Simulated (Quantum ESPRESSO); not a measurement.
Worked example: self-consistent single point of Ba2MgH6 (P-3m1, 9 atoms in the cell) in Quantum ESPRESSO.

Level of theory: BLYP, GBRV 1.5 ultrasoft (PBE) pseudopotentials (plane waves; Quantum ESPRESSO).

```yaml
crystal:
  lattice:
    - [5.71782, 0.00000, 0.00000]
    - [-2.85891, 4.95178, 0.00000]
    - [0.00000, 0.00000, 4.53831]
  atoms:
    - { symbol: Ba, position: [0.66667, 0.33333, 0.26704] }
    - { symbol: Ba, position: [0.33333, 0.66667, 0.73296] }
    - { symbol: Mg, position: [0.00000, 0.00000, 0.00000] }
    - { symbol: H, position: [0.82964, 0.65927, 0.77533] }
    - { symbol: H, position: [0.17036, 0.34073, 0.22467] }
    - { symbol: H, position: [0.34073, 0.17036, 0.77533] }
    - { symbol: H, position: [0.65927, 0.82964, 0.22467] }
    - { symbol: H, position: [0.82964, 0.17036, 0.77533] }
    - { symbol: H, position: [0.17036, 0.82964, 0.22467] }
```

Reference input (self-consistent single point, DFT, LDA (PZ), plane waves, GBRV 1.5 ultrasoft (LDA) pseudopotentials): ecutwfc = 40 Ry; ecutrho = 200 Ry; occupations = fixed; potentials = {Ba: ba_lda_v1.uspp.F.UPF, Mg: mg_lda_v1.4.uspp.F.UPF, H: h_lda_v1.4.uspp.F.UPF}; K_POINTS = automatic 5 5 5 0 0 0; nbnd = 24; conv_thr = 1e-08 Ry. This run's input differs from it in these lines:

```diff
@@ -16,2 +16,3 @@
    nbnd = 24
+   input_dft = 'blyp'
 /
@@ -21,5 +22,5 @@
 ATOMIC_SPECIES
-Ba   137.3270  ba_lda_v1.uspp.F.UPF
-Mg    24.3050  mg_lda_v1.4.uspp.F.UPF
-H      1.0080  h_lda_v1.4.uspp.F.UPF
+Ba   137.3270  ba_pbe_v1.uspp.F.UPF
+Mg    24.3050  mg_pbe_v1.4.uspp.F.UPF
+H      1.0080  h_pbe_v1.4.uspp.F.UPF
 CELL_PARAMETERS angstrom
```

Output, abridged:

```
     Self-consistent Calculation

     iteration #  1     ecut=    40.00 Ry     beta= 0.70

     negative rho (up, down):  1.791E-01 0.000E+00

     total energy              =    -272.59548142 Ry
     estimated scf accuracy    <       0.60899237 Ry

     iteration #  2     ecut=    40.00 Ry     beta= 0.70

     negative rho (up, down):  1.766E-01 0.000E+00

     total energy              =    -272.71321888 Ry
     estimated scf accuracy    <       0.01437304 Ry

     iteration #  3     ecut=    40.00 Ry     beta= 0.70

     negative rho (up, down):  1.748E-01 0.000E+00

     total energy              =    -272.71661267 Ry
     estimated scf accuracy    <       0.00061650 Ry

   [... 2 blocks of this kind left out ...]

     iteration #  6     ecut=    40.00 Ry     beta= 0.70

     negative rho (up, down):  1.738E-01 0.000E+00

     total energy              =    -272.71677278 Ry
     estimated scf accuracy    <       0.00000007 Ry

     iteration #  7     ecut=    40.00 Ry     beta= 0.70

     negative rho (up, down):  1.738E-01 0.000E+00
     End of self-consistent calculation

     highest occupied, lowest unoccupied level (ev):     5.5870    8.8503

!    total energy              =    -272.71677282 Ry
     estimated scf accuracy    <          9.1E-09 Ry

     convergence has been achieved in   7 iterations

     negative rho (up, down):  1.738E-01 0.000E+00

     Forces acting on atoms (cartesian axes, Ry/au):

     atom    1 type  1   force =     0.00000000   -0.00000000   -0.00047078
     atom    2 type  1   force =     0.00000000    0.00000000    0.00047078
     atom    3 type  2   force =     0.00000000   -0.00000000    0.00000000
     atom    4 type  3   force =     0.00000000    0.00071044    0.00035489
     atom    5 type  3   force =     0.00000000   -0.00071044   -0.00035489
     atom    6 type  3   force =    -0.00061526   -0.00035522    0.00035489
   [... lines left out ...]
     Total force =     0.002056     Total SCF correction =     0.000010
   [... lines left out ...]

     negative rho (up, down):  1.738E-01 0.000E+00
          total   stress  (Ry/bohr**3)                   (kbar)     P=       16.72
   0.00011352  -0.00000000   0.00000000           16.70       -0.00        0.00
  -0.00000000   0.00011352   0.00000000           -0.00       16.70        0.00
   0.00000000   0.00000000   0.00011404            0.00        0.00       16.78

   JOB DONE.
```

The run converged in 7 iterations. Against the reference run the pressure goes from -3.23 to 1.67 GPa, the largest force goes from 0.096 to 0.020 eV/Å and the gap on the mesh goes from 2.601 to 3.263 eV.

The starting cell comes from a database of computed structures (which also holds hypothetical and non-ambient phases and stackings), without a prior relaxation at this level.

Cost on one core of a shared machine: roughly 60 s.
